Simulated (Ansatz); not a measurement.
```
CELL_PARAMETERS angstrom
     28.22083     0.00000     0.00000
     14.11042    19.95514    -2.03666
      0.00000     0.00000     4.07333
ATOMIC_POSITIONS crystal
  Ge 0.12532 0.00004 0.20036
  Ge 0.06244 0.12275 0.41783
  Ge 0.12308 0.16691 0.44150
  Ge 0.05959 0.29175 0.57012
  Ge 0.99867 0.00182 0.65184
  Ge 0.93815 0.12063 0.96216
  Ge 0.99898 0.16465 0.95633
  Ge 0.93536 0.28990 0.08605
  Ge 0.99710 0.33311 0.09656
  Ge 0.93602 0.45821 0.18695
  Ge 0.87249 0.33212 0.61783
  Ge 0.81160 0.45726 0.71321
  Ge 0.37326 0.00424 0.14740
  Ge 0.31277 0.12309 0.45675
  Ge 0.37202 0.16526 0.68527
  Ge 0.30966 0.29054 0.70396
  Ge 0.24909 0.00201 0.69288
  Ge 0.18625 0.12478 0.90980
  Ge 0.24814 0.16711 0.98179
  Ge 0.18440 0.29211 0.09771
  Ge 0.24665 0.33346 0.21039
  Ge 0.18592 0.45845 0.25069
  Ge 0.12185 0.33400 0.61783
  Ge 0.06068 0.45894 0.69747
  Ge 0.12336 0.50049 0.76271
  Ge 0.06237 0.62548 0.80483
  Ge 0.12562 0.66635 0.85865
  Ge 0.06488 0.79138 0.89917
  Ge 0.99844 0.50040 0.21636
  Ge 0.93746 0.62541 0.27370
  Ge 0.99980 0.66769 0.31765
  Ge 0.93874 0.79292 0.34557
  Ge 0.00187 0.83425 0.40548
  Ge 0.93957 0.95946 0.42293
  Ge 0.87589 0.83510 0.85568
  Ge 0.81247 0.96016 0.85393
  Ge 0.62526 0.00002 0.84715
  Ge 0.56247 0.12263 0.75417
  Ge 0.62307 0.16685 0.77275
  Ge 0.55982 0.29154 0.77048
  Ge 0.49866 0.00068 0.38029
  Ge 0.43834 0.12037 0.19990
  Ge 0.49902 0.16468 0.25648
  Ge 0.43560 0.28981 0.25361
  Ge 0.49734 0.33296 0.28522
  Ge 0.43630 0.45794 0.31843
  Ge 0.37277 0.33194 0.76364
  Ge 0.31171 0.45713 0.79176
  Ge 0.37409 0.49939 0.83575
  Ge 0.31309 0.62439 0.89318
  Ge 0.37555 0.66654 0.92255
  Ge 0.31449 0.79163 0.01357
  Ge 0.24916 0.49933 0.30464
  Ge 0.18818 0.62433 0.34664
  Ge 0.25084 0.66590 0.41202
  Ge 0.18966 0.79088 0.49203
  Ge 0.25199 0.83302 0.54001
  Ge 0.18847 0.95782 0.66879
  Ge 0.12705 0.83286 0.01182
  Ge 0.06330 0.95784 0.12691
  Ge 0.87326 0.00434 0.90820
  Ge 0.81290 0.12390 0.72601
  Ge 0.87148 0.16567 0.52207
  Ge 0.80939 0.29085 0.63553
  Ge 0.74902 0.00214 0.35624
  Ge 0.68618 0.12472 0.26266
  Ge 0.74811 0.16704 0.24318
  Ge 0.68460 0.29195 0.24639
  Ge 0.74640 0.33377 0.17222
  Ge 0.68583 0.45859 0.25535
  Ge 0.62199 0.33381 0.76763
  Ge 0.56090 0.45873 0.81051
  Ge 0.62331 0.50051 0.78516
  Ge 0.56251 0.62535 0.86711
  Ge 0.62576 0.66618 0.85374
  Ge 0.56519 0.79099 0.93705
  Ge 0.49867 0.50013 0.33273
  Ge 0.43778 0.62511 0.39883
  Ge 0.49997 0.66751 0.39624
  Ge 0.43915 0.79265 0.49172
  Ge 0.50220 0.83401 0.47376
  Ge 0.44000 0.95924 0.58730
  Ge 0.37624 0.83483 0.02366
  Ge 0.31252 0.96009 0.15440
  Ge 0.87381 0.49963 0.71060
  Ge 0.81293 0.62462 0.77638
  Ge 0.87524 0.66689 0.79093
  Ge 0.81418 0.79190 0.82424
  Ge 0.74907 0.49938 0.24222
  Ge 0.68828 0.62423 0.32388
  Ge 0.75070 0.66599 0.29858
  Ge 0.68963 0.79087 0.34129
  Ge 0.75171 0.83328 0.33905
  Ge 0.68841 0.95798 0.33752
  Ge 0.62706 0.83267 0.86229
  Ge 0.56343 0.95754 0.86330
```

Relaxed with Ansatz (a quantum-chemistry and plane-wave program) with PBE.

### Question
Which line defects does this cell hold, and where do they run?

### Answer
Ge (diamond structure), 1/2<110> screw dipole: two lines along the third cell vector, Burgers vector (0.00, 0.00, 4.07) Å and its opposite, glide plane {111}, near (x, y) = (12, 1) Å and (26, 2) Å.
